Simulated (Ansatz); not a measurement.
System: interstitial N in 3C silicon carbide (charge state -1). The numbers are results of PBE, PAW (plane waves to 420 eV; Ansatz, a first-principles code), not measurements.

Settings: 64 host sites, the relaxed PBE lattice, a 2×2×2 k-point mesh shifted by half a step, smearing 0.01 eV, spin-restricted, no image-charge correction. Energies are static. The charge state is imposed; whether it is stable for some Fermi level was not computed. Sites that were not tried may lie lower.

Barriers: single points on a 3×3×3 k-point mesh shifted by half a step at the bands' geometries.

The step: N moves alone to another site (a rearrangement that moves the defect's centre by under 1 Å). Atoms about the jump, Cartesian Å from the middle of the jump, before and after:

```tsv
atom	x0	y0	z0	x1	y1	z1
N1	-0.27	0.00	-0.27	0.27	0.00	0.27
C2	0.99	0.24	-0.88	0.88	0.24	-0.99
Si3	-0.75	-1.24	0.67	-0.67	-1.24	0.75
Si4	-0.48	1.12	-1.67	-0.44	1.19	-1.82
Si5	1.82	1.19	0.44	1.67	1.12	0.48
C6	-1.73	-0.02	1.72	-1.72	-0.02	1.73
C7	-1.60	2.25	-0.61	-1.56	2.18	-0.61
C8	0.61	2.18	1.56	0.61	2.25	1.60
Si9	-2.66	1.10	0.50	-2.66	1.08	0.50
Si10	-0.50	1.08	2.66	-0.50	1.10	2.66
Si11	1.81	-1.09	-1.78	1.78	-1.09	-1.81
C12	-1.67	-2.28	-0.58	-1.60	-2.19	-0.58
C13	0.58	-2.19	1.60	0.58	-2.28	1.67
C14	-1.57	0.01	-2.79	-1.59	0.02	-2.80
C15	2.80	0.02	1.59	2.79	0.01	1.57
```

### Question
Where do these atoms stand at the saddle point, and how high is it?

### Answer

```
atom      x      y      z
----  -----  -----  -----
N1    -0.02   0.09   0.03
C2     0.98   0.24  -0.97
Si3   -0.70  -1.23   0.71
Si4   -0.42   1.17  -1.72
Si5    1.73   1.17   0.43
C6    -1.72  -0.01   1.72
C7    -1.57   2.24  -0.61
C8     0.62   2.23   1.57
Si9   -2.65   1.10   0.50
Si10  -0.49   1.10   2.65
Si11   1.81  -1.10  -1.81
C12   -1.62  -2.23  -0.59
C13    0.59  -2.22   1.62
C14   -1.55   0.03  -2.77
C15    2.78   0.03   1.56
```
It lies 0.087 eV above the start and 0.087 eV above the end. The saddle point's order was not checked, and it lies on a symmetry element of the cell, where a band can be held.
